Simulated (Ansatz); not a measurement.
Consider CoPdO$_{2}$ (space group R-3m, No. 166; a = 2.862 Å, c = 17.834 Å (hexagonal axes); non-magnetic).

(Cell as relaxed with PBE.)

Levels (all Ansatz, a first-principles code, PAW): PBE (420 eV, no spin-orbit coupling); r2SCAN (500 eV, no spin-orbit coupling).

Each level relaxes its own structure.

```
base                      PBE    r2SCAN
-------------------  --------  --------
volume per atom      10.54 Å³  10.23 Å³
lattice parameter a   2.862 Å   2.826 Å
band gap                 zero      zero
```

Perturbation: cell and atoms relaxed at a pressure of 45 GPa.

```
quantity             PBE  r2SCAN
---------------  -------  ------
c/a ratio          6.489       ?
volume per atom  8.99 Å³       ?
```

Q: What does r2SCAN give?

A: 
- c/a ratio, r2SCAN: 6.511
- volume per atom, r2SCAN: 8.85 Å³

PBE's c/a ratio lies 0.022 below r2SCAN's; PBE's volume per atom lies 0.148 Å³ above r2SCAN's (1.7 %). Neither level is exact; r2SCAN is the comparison here, not a measurement.

Load acts through the strain it causes; cell and atoms are relaxed under it. Whether these cells are dynamically stable was not tested. Competing high-pressure phases were not computed. Starting moments died away, wholly or in part, for the base; another magnetic solution may exist. No Hubbard U is applied and the magnetic state is the run's own (CoPdO2 not spin-polarised; CoPdO2 non-magnetic); other magnetic orders, which need larger cells, were not tried and can change the gap. The final runs are not spin-polarised. An odd electron count without spin: CoPdO2.
